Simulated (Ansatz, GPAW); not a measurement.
**Code comparison for Cu3Sn (Pmmn, 8 atoms in the cell)**

Self-consistent single point.

```xyz
8
Lattice="4.3237 0.0000 0.0000 0.0000 5.4325 0.0000 0.0000 0.0000 4.7646" Properties=species:S:1:pos:R:3 pbc="T T T"
Cu     2.1618     0.0000     1.4341
Cu     0.0000     2.7163     3.3304
Cu     0.0000     4.0772     0.7424
Cu     0.0000     1.3553     0.7424
Cu     2.1618     4.0716     4.0222
Cu     2.1618     1.3610     4.0222
Sn     2.1618     2.7163     1.6256
Sn     0.0000     0.0000     3.1390
```

Shared settings, as Ansatz (a program for electronic structure) writes them: kpoints.mp_grid.grid = 3 2 2; scf.occupations.method = fermi_dirac; scf.occupations.width = 0.1 eV. Potentials and cutoffs stand in the table.

| code | model | pressure (GPa) | largest force (eV/Å) | cutoff |
|---|---|---|---|---|
| GPAW | PBEsol, GPAW PAW datasets PBEsol (made by gpaw-setup) | -1.12 | 0.086 | 800 eV |
| Ansatz | PBEsol, default PAW files made with PBE | -1.46 | 0.100 | default |

Size of the force on each atom (eV/Å): Sizes of forces hide their directions.

```tsv
code	Cu1	Cu2	Cu3	Cu4	Cu5	Cu6	Sn7	Sn8
GPAW	0.008	0.008	0.086	0.086	0.086	0.086	0.082	0.082
Ansatz	0.050	0.050	0.100	0.100	0.100	0.100	0.081	0.081
```

On Ansatz's run: spin polarisation is off.

The spread over the programs that give each value: pressure within 0.34 GPa; largest force within 0.014 eV/Å.

Ansatz's pressure is given at a fixed set of plane waves, as the other plane-wave codes print theirs; with its correction for the finite basis it is -1.36 GPa.

On the base mesh (4 3 4) the same programs gave: Ansatz pressure -1.85 GPa; GPAW pressure -1.49 GPa.

The values differ from the base mesh's, so the mesh still matters here: the table compares the programs at equal settings.

The starting cell comes from a database of computed structures (which also holds hypothetical and non-ambient phases and stackings), without a prior relaxation at this level.

Left out of this page: CP2K (unsound by tests on forces, stress, charge or solver warnings).

Keys are those of Ansatz 0.2.
